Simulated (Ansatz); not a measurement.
MgS under load (space group Fm-3m), PBEsol, rigid bands (Ansatz, a quantum-chemistry and plane-wave program). Condition of this run: hydrostatic pressure 15 GPa (the target of the relaxation). Band gap 3.00 eV, N_c = 1.78e19 cm⁻³ and N_v = 1.34e20 cm⁻³ at 300 K, conductivity masses of 0.368 mₑ (electrons) and 0.878 mₑ (holes). Take k_BT = 0.02585 eV.

### Question
Find the intrinsic carrier density and the intrinsic Fermi level.

### Answer
n_i = √(N_c N_v) exp(−E_g/2k_BT) = 4.88e19 × exp(−58.02) = 3.1e-6 cm⁻³. The level lies (k_BT/2) ln(N_v/N_c) = 26 meV from mid-gap (positive towards the conduction band). Each 0.1 eV added to the gap lowers n_i by a factor of 6.9.

### Question
What thermal injection velocity √(2k_BT/πm) limits a ballistic channel?

### Answer
8.87e6 cm/s for electrons and 5.74e6 cm/s for holes, a ratio of √(m_h/m_e) = 1.54, for dilute carriers.

### Question
A film of it is 2 nm thick. Estimate the confinement energies in an infinite well.

### Answer
ħ²π²/(2m t²) = 0.376 eV·nm²/(m/mₑ × t²) gives 255 meV for electrons and 107 meV for holes, so the gap would widen to about 3.36 eV. Finite barriers and nonparabolic bands lower this, and with several valleys or bands the heaviest mass along the normal sets the lowest level, not this average.

Rigid bands with the computed gap; masses take one relaxation time for all states. Spin-orbit coupling is left out; where it splits the top of the valence band, N_v and the p-type Seebeck coefficient come out somewhat high without it.
